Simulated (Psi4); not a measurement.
Psi4 1.11, WB97X/def2-svp: O=C[Si@@](O)([SiH3])Cl, 11 atoms. The geometry is a generated start, not checked to be a minimum at this level.

```
Quantity                                                  Value
-------------------------------  ------------------------------
task                                                   gradient
method                                                    wb97x
basis                                                  def2-svp
memory                                                     7 GB
scf_type                                           df (default)
guess                            auto, which took SAD (default)
diis_max_vecs                                      10 (default)
scf_initial_accelerator                         adiis (default)
e_convergence                                   1e-08 (default)
d_convergence                                   1e-08 (default)
basis functions (reference run)                             121
grid points (reference run)                             1993084
```

```xyz
11

O     -0.9022     1.9098     1.4504
C     -1.4546     1.0770     0.7452
Si    -0.4969    -0.4021     0.1287
O     -1.2043    -1.1926    -1.1643
Si     1.6519     0.2768    -0.3912
Cl    -0.4579    -1.8798     1.5565
H     -2.5102     1.1428     0.4410
H     -1.0845    -2.1573    -1.1684
H      2.4090    -0.8763    -0.9567
H      2.4085     0.7629     0.7945
H      1.6413     1.3389    -1.4357
```
Charge 0, spin multiplicity 1.

Differences are taken against the run with dft_radial_points = 200, dft_spherical_points = 974, dft_pruning_scheme = none (default); no run here is proven converged. Each setting ran once; only counts and results are compared.

Settings tried, all else as in the reference:
- dft_radial_points = 75 (default), dft_spherical_points = 302 (default), dft_pruning_scheme = robust
- dft_radial_points = 75 (default), dft_spherical_points = 302 (default)
- dft_radial_points = 75 (default), dft_spherical_points = 434
- dft_radial_points = 99, dft_spherical_points = 590, dft_pruning_scheme = robust
- dft_radial_points = 75 (default), dft_spherical_points = 302 (default), dft_pruning_scheme = treutler
- dft_radial_points = 99, dft_spherical_points = 590, dft_pruning_scheme = treutler
- dft_radial_points = 99, dft_spherical_points = 590
- dft_radial_points = 35, dft_spherical_points = 110
- dft_radial_points = 50, dft_spherical_points = 194
- dft_radial_points = 25, dft_spherical_points = 50
- dft_radial_points = 150, dft_spherical_points = 770

Q: Which of these stay within 10 meV/atom in energy, 100 meV/Å in forces (largest component) of the reference run?

A: Within it: dft_radial_points = 150, dft_spherical_points = 770; dft_radial_points = 99, dft_spherical_points = 590, dft_pruning_scheme = robust; dft_radial_points = 99, dft_spherical_points = 590; dft_radial_points = 75 (default), dft_spherical_points = 434; dft_radial_points = 75 (default), dft_spherical_points = 302 (default), dft_pruning_scheme = robust; dft_radial_points = 75 (default), dft_spherical_points = 302 (default); dft_radial_points = 99, dft_spherical_points = 590, dft_pruning_scheme = treutler; dft_radial_points = 75 (default), dft_spherical_points = 302 (default), dft_pruning_scheme = treutler. At the edge (between 0.75 and 1.33 times the tolerance): dft_radial_points = 50, dft_spherical_points = 194. Outside: dft_radial_points = 35, dft_spherical_points = 110; dft_radial_points = 25, dft_spherical_points = 50.

| setting | grid points | energy against the reference | difference in forces (largest component) |
|---|---|---|---|
| the reference | 1993084 | — | — |
| dft_radial_points = 150, dft_spherical_points = 770 | 1188044 | −0.0059 meV/atom | 7.9 meV/Å |
| dft_radial_points = 99, dft_spherical_points = 590, dft_pruning_scheme = robust | 421101 | −0.0051 meV/atom | 10 meV/Å |
| dft_radial_points = 99, dft_spherical_points = 590 | 603725 | −0.0054 meV/atom | 11 meV/Å |
| dft_radial_points = 75 (default), dft_spherical_points = 434 | 337522 | +0.089 meV/atom | 16 meV/Å |
| dft_radial_points = 75 (default), dft_spherical_points = 302 (default), dft_pruning_scheme = robust | 160980 | +0.093 meV/atom | 16 meV/Å |
| dft_radial_points = 75 (default), dft_spherical_points = 302 (default) | 235008 | +0.035 meV/atom | 16 meV/Å |
| dft_radial_points = 99, dft_spherical_points = 590, dft_pruning_scheme = treutler | 313125 | +0.63 meV/atom | 27 meV/Å |
| dft_radial_points = 75 (default), dft_spherical_points = 302 (default), dft_pruning_scheme = treutler | 129036 | +0.63 meV/atom | 32 meV/Å |
| dft_radial_points = 50, dft_spherical_points = 194 | 102359 | +0.51 meV/atom | 100 meV/Å |
| dft_radial_points = 35, dft_spherical_points = 110 | 40791 | −8.2 meV/atom | 160 meV/Å |
| dft_radial_points = 25, dft_spherical_points = 50 | 13291 | +150 meV/atom | 460 meV/Å |

Total energies are compared; such shifts often cancel in part in energy differences. The gradients leave out the derivatives of the grid weights. The tolerance is a choice made for this comparison.
